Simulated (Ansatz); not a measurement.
Stishovite (SiO2) was calculated with PBE (Ansatz, an electronic-structure program, PAW).

Run with plane-wave cutoff 520 eV, 6×6×10 k mesh (along the axes of the cell as run), scalar-relativistic PAW data made under PBE.

Cell (measured lattice):

```
O2Si
1.0
    4.17900     0.00000     0.00000
    0.00000     4.17900     0.00000
    0.00000     0.00000     2.66490
Si O
2 4
Cartesian
  0.00000   0.00000   0.00000
  2.08950   2.08950   1.33245
  1.27677   1.27677   0.00000
  3.36627   0.81273   1.33245
  0.81273   3.36627   1.33245
  2.90223   2.90223   0.00000
```

Predict the Young modulus, elastic constant C11, Poisson ratio, elastic constant C33, elastic constant C12, elastic constant C13, elastic constant C44 and elastic constant C66.


* **Young modulus**: 528 GPa
* **elastic constant C11**: 448 GPa
* **Poisson ratio**: 0.226
* **elastic constant C33**: 757 GPa
* **elastic constant C12**: 235 GPa
* **elastic constant C13**: 205 GPa
* **elastic constant C44**: 249 GPa
* **elastic constant C66**: 322 GPa

Measured, for comparison: elastic constant C11 462 GPa, elastic constant C33 769 GPa, elastic constant C12 201 GPa, elastic constant C13 190 GPa, elastic constant C44 258 GPa (temperature not stated, no zero-point or thermal correction; as tabulated in Lakshtanov, Sinogeikin, Hellwig, Katsura, Bass et al., AGU Fall Meeting 2007 …); elastic constant C66 299 GPa (temperature not stated, no zero-point or thermal correction, our sources range from 299 to 321; as tabulated in Lakshtanov, Sinogeikin, Hellwig, Katsura, Bass et al., AGU Fall Meeting 2007 …). Computed (rounded) less measured: elastic constant C11 -3 %, elastic constant C33 -2 %, elastic constant C12 +17 %, elastic constant C13 +8 %, elastic constant C44 -3 %, elastic constant C66 +8 % (+0.3 % to +8 % over the range). A static lattice is as a rule a little smaller and stiffer than an uncorrected measurement, which narrows the difference in the elastic constant C13, elastic constant C66 and would widen misses of the other sign.

Note: the cell isn't this level's own, so it is under some stress, which shifts stiffness and frequencies.

Elastic constants are with the ions relaxed.

Static lattice: no zero-point or thermal effects.

Cost on a shared machine: around 4 core-minutes (rough).
